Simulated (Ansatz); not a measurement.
A user runs Ansatz (a quantum-chemistry and plane-wave program) on ScGe (P6/mmm, 6 atoms in the cell) and asks whether the run is sound. The aim is a self-consistent single point with DFT, LDA (PW92), plane waves, default PAW files made with PBE.

Input:

Ansatz 0.2 input:
```yaml
# ScGe
crystal:
  lattice:
    - [6.18375200, 0.00000000, 0.00000000]
    - [-3.09187600, 5.35528600, 0.00000000]
    - [0.00000000, 0.00000000, 4.98975700]
  atoms:
    - { symbol: Sc, position: [0.50000000, 0.00000000, 0.00000000] }
    - { symbol: Sc, position: [0.50000000, 0.50000000, 0.00000000] }
    - { symbol: Sc, position: [0.00000000, 0.50000000, 0.00000000] }
    - { symbol: Ge, position: [0.00000000, 0.00000000, 0.00000000] }
    - { symbol: Ge, position: [0.33333300, 0.66666700, 0.50000000] }
    - { symbol: Ge, position: [0.66666700, 0.33333300, 0.50000000] }
basis:
  ecutwfc: 30
kpoints:
  mp_grid: { grid: [6, 6, 7] }
hamiltonian:
  xc: lda
  pseudopotentials: { kind: paw }
scf:
  occupations: { method: fermi_dirac, width: 0.0073 Ry }
output:
  forces: true
  eigenvalues: true
  stress: true
```

Output (repeated stretches shortened):

```
   [... lines left out ...]
WARN ansatz: RAYON_NUM_THREADS=1 ignored (pool sized by the plan → 1); use --threads N
Pseudopotentials: kind: paw
Pseudopotential: Sc, paw, valence charge 11
Pseudopotential: Ge, paw, valence charge 14
Crystal: 6 atoms, lattice volume = 165.240 Å³
Basis set: ecut = 30 eV, 71 PW (Γ)
Bands: 45, of which v1, the nominal top of the filled ones, is band 38 counted from 1 (37 counted from 0)
Symmetry: 24 space group operations
Space group: P6/mmm (ITA 191), of the structure as read, at distance tolerance 5.5e-5 Å
k-points: 28 of 252
PAW frozen core: Sc, regenerated for the run's functional, and the local potential with it
PAW frozen core: Ge, regenerated for the run's functional, and the local potential with it
Initial density: superposition of atomic densities (neutral atoms: chi_scale 0, normalization atom), corrected by the library's trained network
Initial wavefunctions: pseudopotential atomic-orbital guess
Eigensolver: davidson
Functional: x = slater, c = lda
SCF iter   1: F=—  HF=-17022.061067 eV  |F-HF|=—  |Δ(HF+E_count)|=         —  Δρ=1.52e0  dr2=3.53e3  ethr=1.77e-3  ⟨swp⟩=1.0  Hψ=1743  notcnv=0
all-band conjugate gradients solve this SCF's bands
preconditioner: auto → LDOS
SCF iter   2: F=—  HF=-14001.361990 eV  |F-HF|=—  |Δ(HF+E_count)|=    3.02e3  Δρ=2.37e-1  dr2=1.70e2  ethr=1.77e-3  ⟨swp⟩=5.5  Hψ=7330  notcnv=0
   [... lines left out ...]
SCF iter   7: F=—  HF=-13887.314232 eV  |F-HF|=—  |Δ(HF+E_count)|=   5.13e-5  Δρ=3.11e-5  dr2=5.93e-6  ethr=2.29e-7  ⟨swp⟩=2.1  Hψ=1825  notcnv=0
SCF iter   8: F=—  HF=-13887.314235 eV  |F-HF|=—  |Δ(HF+E_count)|=   2.66e-6  Δρ=3.99e-6  dr2=7.96e-8  ethr=1.33e-10  ⟨swp⟩=6.1  Hψ=5766  notcnv=0
SCF iter   9: F=-13887.314235 eV  HF=-13887.314235 eV  |F-HF|=1.57e-9  |Δ(HF+E_count)|=   3.00e-8  Δρ=8.79e-7  dr2=2.63e-9  ethr=1.06e-10  ⟨swp⟩=2.1  Hψ=3586  notcnv=0
SCF 1 converged in 9 iterations: F = -13887.314235 eV  dr2 = 2.63e-9
Free energy (F): -13887.314235 eV
Internal energy: -13887.192477 eV  (E = F + TS)
E sigma→0 (E₀):  -13887.253356 eV
Entropy (-TS):   -0.121758 eV (-20.293 meV/atom)
Fermi energy:    21.140831 eV
--- Forces (eV/Å), atoms counted from 1 ---
  atom   1  Sc     0.00000000     0.00000000    -0.00000000
   [... zero for the other atoms too ...]
--- Stress (GPa, compression-positive) ---
    -1600.028388       0.000000       0.000000
        0.000000   -1600.028388       0.000000
        0.000000       0.000000   -1561.395732
  P = ⅓ Tr σ = -1587.1508 GPa (-15871.508 kbar)
  The stress holds no Pulay correction (an occupied level lies too near the plane-wave cutoff): it is that at fixed plane waves, as pw.x and ABINIT print it
```

Problem. Can these results be used? Check the input.

Solution. The run is not sound. The fault is this: a cutoff meant in Ry typed as a bare number, read as eV. A bare number is read in the key's own unit, and eV, Ry (13.6 eV) and Ha (27.2 eV) lie far apart, so the setting ends up far from the one that was meant. To fix it, convert the value to the unit that the key expects. The run converged in 9 iterations without an error; against the sound input the free energy goes up by 838 eV/atom and the pressure goes from -11.23 to -1587 GPa.

The sound input it was made from differs as follows (other fixes are possible):
```diff
-  ecutwfc: 30
+  ecutwfc: 30.9 Ry
```

With that input, the run converged in 6 iterations: free energy E − TS (on the zero of these files) -18914.4695 eV; Fermi level (on the code's own zero) 6.55 eV; pressure -11.23 GPa (DFT, LDA (PW92), plane waves, default PAW files made with PBE).

On the sound input: the starting cell was generated: these elements placed on a structure prototype, without a prior relaxation; it need not be a known phase or ordering of this composition. With a pressure of about -11 GPa the cell is away from its equilibrium volume at this level. Ansatz's pressure includes its estimate of the finite-basis (Pulay) stress.
